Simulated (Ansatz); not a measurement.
Base system: BN in the h-BN type structure (space group P6_3/mmc, No. 194; a = 2.500 Å, c = 6.411 Å; layered, stacked along the Cartesian z axis). Axes: x lies along a and z along c of the hexagonal cell.

Calculations: PBEsol-D3(BJ), PAW, 420 eV (Ansatz, a quantum-chemistry and plane-wave program; scalar-relativistic without spin-orbit coupling).

It is then changed as follows: every lattice vector is stretched by 0.88 %; the atoms relax in the strained cell.

**Question.** Predict the stress tensor and what it implies for the stiffness.

**Answer.** Stress of the strained cell less that of the base (GPa, compression positive):
```
  -9.43    0.00    0.00
   0.00   -9.43    0.00
   0.00    0.00   -0.30
```

Then B = −ΔP/(ΔV/V₀) with ΔV/V₀ = 0.0266 gives secant stiffness values (nonlinear terms included at this strain): B (at held cell shape, above the free-shape value) ≈ 240 GPa.

As a check, the harmonic strain energy −½ V₀ Δσ:ε is 4.6 meV/atom; the computed energy rise is 4.7 meV/atom.

Stability against distortions was not tested.
